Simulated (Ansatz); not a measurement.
**A self-consistent single point of RhS2 (Pa-3, 12 atoms in the cell) with Ansatz (a program for electronic structure)**

Computed with LDA (PW92), default PAW files made with PBE (plane waves; Ansatz).

Input as run:

Ansatz 0.2 input:
```yaml
# RhS2
crystal:
  lattice:
    - [5.46305600, 0.00000000, 0.00000000]
    - [0.00000000, 5.46305600, 0.00000000]
    - [0.00000000, 0.00000000, 5.46305600]
  atoms:
    - { symbol: Rh, position: [0.00000000, 0.00000000, 0.00000000] }
    - { symbol: Rh, position: [0.50000000, 0.00000000, 0.50000000] }
    - { symbol: Rh, position: [0.50000000, 0.50000000, 0.00000000] }
    - { symbol: Rh, position: [0.00000000, 0.50000000, 0.50000000] }
    - { symbol: S, position: [0.38400000, 0.38400000, 0.38400000] }
    - { symbol: S, position: [0.11600000, 0.61600000, 0.88400000] }
    - { symbol: S, position: [0.88400000, 0.11600000, 0.61600000] }
    - { symbol: S, position: [0.61600000, 0.88400000, 0.11600000] }
    - { symbol: S, position: [0.61600000, 0.61600000, 0.61600000] }
    - { symbol: S, position: [0.88400000, 0.38400000, 0.11600000] }
    - { symbol: S, position: [0.11600000, 0.88400000, 0.38400000] }
    - { symbol: S, position: [0.38400000, 0.11600000, 0.88400000] }
kpoints:
  mp_grid: { grid: [5, 5, 5] }
hamiltonian:
  xc: lda
  pseudopotentials: { kind: paw }
scf:
  occupations: { method: cold, width: 0.2 }
output:
  forces: true
  eigenvalues: true
  stress: true
```

Output (repeated stretches shortened):

```
WARN basis.ecutwfc = 420 eV, the default
WARN ansatz: RAYON_NUM_THREADS=1 ignored (pool sized by the plan → 1); use --threads N
Pseudopotentials: kind: paw
Pseudopotential: Rh, paw, valence charge 17
Pseudopotential: S, paw, valence charge 6
Crystal: 12 atoms, lattice volume = 163.045 Å³
Basis set: ecut = 420 eV, 3191 PW (Γ)
Bands: 70, of which v1, the nominal top of the filled ones, is band 58 counted from 1 (57 counted from 0)
Symmetry: 24 space group operations
Space group: Pa-3 (ITA 205), of the structure as read, at distance tolerance 5.5e-5 Å
k-points: 11 of 125
PAW frozen core: Rh, regenerated for the run's functional, and the local potential with it
PAW frozen core: S, regenerated for the run's functional, and the local potential with it
Initial density: superposition of atomic densities (neutral atoms: chi_scale 0, normalization atom), corrected by the library's trained network
Initial wavefunctions: pseudopotential atomic-orbital guess
Eigensolver: davidson
Functional: x = slater, c = lda
SCF iter   1: F=—  HF=-32076.635724 eV  |F-HF|=—  |Δ(HF+E_count)|=         —  Δρ=7.51e-3  dr2=3.43e-2  ethr=1.77e-3  ⟨swp⟩=6.8  Hψ=2994  notcnv=0
all-band conjugate gradients solve this SCF's bands
preconditioner: auto → Kerker (q_TF=auto, 2.578 Å⁻¹)
SCF iter   2: F=—  HF=-32076.629608 eV  |F-HF|=—  |Δ(HF+E_count)|=   6.12e-3  S|Δr|=    0.00e0  Δρ=4.04e-3  dr2=1.00e-2  ethr=2.96e-5  ⟨swp⟩=2.3  Hψ=1255  notcnv=0
SCF iter   3: F=—  HF=-32076.627153 eV  |F-HF|=—  |Δ(HF+E_count)|=   2.45e-3  S|Δr|=    0.00e0  Δρ=5.89e-4  dr2=3.98e-4  ethr=8.62e-6  ⟨swp⟩=2.4  Hψ=1401  notcnv=0
SCF iter   4: F=—  HF=-32076.627087 eV  |F-HF|=—  |Δ(HF+E_count)|=   6.66e-5  S|Δr|=    0.00e0  Δρ=1.45e-4  dr2=2.77e-5  ethr=3.43e-7  ⟨swp⟩=2.8  Hψ=1270  notcnv=0
SCF iter   5: F=—  HF=-32076.627082 eV  |F-HF|=—  |Δ(HF+E_count)|=   4.50e-6  S|Δr|=    0.00e0  Δρ=3.84e-5  dr2=2.21e-6  ethr=2.39e-8  ⟨swp⟩=3.0  Hψ=1526  notcnv=0
SCF iter   6: F=-32076.627082 eV  HF=-32076.627082 eV  |F-HF|=1.32e-8  |Δ(HF+E_count)|=   2.13e-7  S|Δr|=    0.00e0  Δρ=7.31e-6  dr2=7.82e-8  ethr=8.62e-11  ⟨swp⟩=8.4  Hψ=3723  notcnv=0
SCF 1 converged in 6 iterations: F = -32076.627082 eV  dr2 = 7.82e-8
SCF converged after 6 iterations
Stability not checked (fill_not_monotonic)
Free energy (F): -32076.627082 eV
Harris-Foulkes:  -32076.627082 eV  (|F-HF|=1.32e-8)
Internal energy: -32076.573621 eV  (E = F + TS)
E sigma→0 (E₀):  -32076.609262 eV
Entropy (-TS):   -0.053460 eV (-4.455 meV/atom)
Fermi energy:    16.405603 eV
--- Per-component energies (eV) ---
  E_band       = -498.312848
  E_kinetic    = 3205.074743
  E_local      = -9442.786557  (includes V_loc(G=0)·N_el)
  E_nonlocal   = 1679.940096
  E_hartree    = 3523.548392
  E_xc         = -1673.952478
  E_vxc        = -1842.707536  (∫ρ·V_xc dr)
  E_paw        = -18409.198090  (= ΣΔE_a)
  E_vpaw       = -1144.941663  (= ΣTr[D̂ρ^β])
  E_aug_tail   = 0.002908  (compensation charges beyond the density's cutoff)
  E_ewald      = -10962.918145
  E_core_change = 3.715509  (= ΣΔE_core)
  E_smearing   = -0.053460  (= −TS)
  E_closure    = 0.000000  (closes the sum)
  Σ components = -32076.627082   (vs F -32076.627082, Δ=0.00e0)
--- Forces (eV/Å), atoms counted from 1 ---
  atom   1  Rh     0.00000000    -0.00000000     0.00000000
  atom   2  Rh     0.00000000    -0.00000000    -0.00000000
  atom   3  Rh     0.00000000    -0.00000000    -0.00000000
  atom   4  Rh     0.00000000    -0.00000000     0.00000000
  atom   5  S     -0.11677220    -0.11677220    -0.11677220
  atom   6  S      0.11677220     0.11677220    -0.11677220
  atom   7  S     -0.11677220     0.11677220     0.11677220
  atom   8  S      0.11677220    -0.11677220     0.11677220
  atom   9  S      0.11677220     0.11677220     0.11677220
  atom  10  S     -0.11677220    -0.11677220     0.11677220
  atom  11  S      0.11677220    -0.11677220    -0.11677220
  atom  12  S     -0.11677220     0.11677220    -0.11677220
  max |Σ_I F_I| component: 1.11e-16 eV/Å
--- Stress (GPa, compression-positive) ---
       18.583109       0.000000       0.000000
        0.000000      18.583109       0.000000
        0.000000       0.000000      18.583109
  P = ⅓ Tr σ = 18.5831 GPa (185.831 kbar)
  The stress holds the Pulay correction. Without it, at fixed plane waves, as pw.x and ABINIT print it: P = 18.5206 GPa
--- Band table (eV; the first three rows and the last of 11) ---
  k-point 0: bands = ["-63.5739", "-63.5730", "-63.5730", "-63.5730", "-31.6578", "-31.6578", "-31.6578", "-31.6496", "-31.6496", "-31.6467", "-31.6467", "-31.6467", "-31.5304", "-31.5279", "-31.5279", "-31.5279", "-2.0588", "-0.2043", "-0.2043", [...]
  k-point 1: bands = ["-63.5738", "-63.5731", "-63.5730", "-63.5730", "-31.6570", "-31.6570", "-31.6569", "-31.6504", "-31.6493", "-31.6475", "-31.6475", "-31.6470", "-31.5302", "-31.5281", "-31.5280", "-31.5279", "-1.9032", "-0.3920", "-0.1407", [...]
  k-point 2: bands = ["-63.5736", "-63.5733", "-63.5730", "-63.5730", "-31.6553", "-31.6552", "-31.6549", "-31.6524", "-31.6491", "-31.6490", "-31.6486", "-31.6477", "-31.5296", "-31.5288", "-31.5281", "-31.5281", "-1.4726", "-0.8910", "-0.0243", [...]
  k-point 10: bands = ["-63.5733", "-63.5732", "-63.5732", "-63.5732", "-31.6573", "-31.6567", "-31.6567", "-31.6563", "-31.6470", "-31.6470", "-31.6463", "-31.6463", "-31.5287", "-31.5285", "-31.5284", "-31.5284", "-0.4997", "-0.2080", "-0.1965", [...]
```

The run converged in 6 iterations.

The starting cell comes from a database of published, mostly measured structures (it also holds non-ambient and calculated ones), without a prior relaxation at this level. Its lattice was rescaled by a random factor within 2.5 % of one. Spin polarisation is off. With a pressure of about 19 GPa the cell is away from its equilibrium volume at this level. Ansatz's pressure includes its estimate of the finite-basis (Pulay) stress.
